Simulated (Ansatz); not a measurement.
Take ZnSe in the zinc blende structure (space group F-43m, No. 216) as the base.

```xyz
2
Lattice="0.0000 2.8330 2.8330 2.8330 0.0000 2.8330 2.8330 2.8330 0.0000" Properties=species:S:1:pos:R:3 pbc="T T T"
Se     4.2496     4.2496     4.2496
Zn     0.0000     0.0000     0.0000
```

Cartesian axes are those of the cell as printed.

Method: r2SCAN in Ansatz (plane waves to 500 eV, PAW, no spin-orbit coupling), earlier PAW set.

Modification: an isotropic linear strain of +0.87 %, atoms relaxed at fixed cell.

Problem. Predict the stress tensor and what it implies for the stiffness.

Solution. Stress of the strained cell less that of the base (GPa, compression positive):
```
  -1.60    0.00    0.00
   0.00   -1.60    0.00
   0.00    0.00   -1.60
```

Then B = −ΔP/(ΔV/V₀) with ΔV/V₀ = 0.0263 gives secant stiffness values (nonlinear terms included at this strain): B ≈ 61 GPa.

Stability against distortions was not tested.

Ansatz is an electronic-structure program.
